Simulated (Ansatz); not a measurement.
**MoRuP: isotropic strain +5.09 %**

Base system: MoRuP (space group Pnma, No. 62; a = 5.968 Å, b = 3.853 Å, c = 6.918 Å; a cell from a computed database, its experimental status unchecked).

One thing is altered: every lattice vector is stretched by 5.09 %, atoms relaxed at fixed cell.

Level of theory: Ansatz (an electronic-structure program) PBEsol, no spin-orbit coupling. k-mesh 7×10×6 (Γ-centred); smearing 0.05 eV (Fermi–Dirac).

The space group is still Pnma (No. 62) and the energy grows by 0.233 eV/atom. The band gap is still zero and the largest internal atomic displacement is 0.051 Å.

Final structure:

```
MoRuP
1.0
    6.27157     0.00000     0.00000
    0.00000     4.04934     0.00000
    0.00000     0.00000     7.27012
Mo P Ru
4 4 4
Cartesian
  6.10058   3.03701   2.43519
  0.17098   1.01234   4.83494
  3.30677   1.01234   6.07025
  2.96480   3.03701   1.19988
  1.61331   1.01234   2.80054
  4.65825   3.03701   4.46958
  1.52247   3.03701   6.43560
  4.74910   1.01234   0.83452
  3.99142   1.01234   3.09668
  2.28015   3.03701   4.17344
  5.41593   3.03701   6.73174
  0.85564   1.01234   0.53838
```

Stability against distortions was not tested. The final runs are not spin-polarised. MoRuP has a high density of states at the Fermi level and may be magnetic at this level.
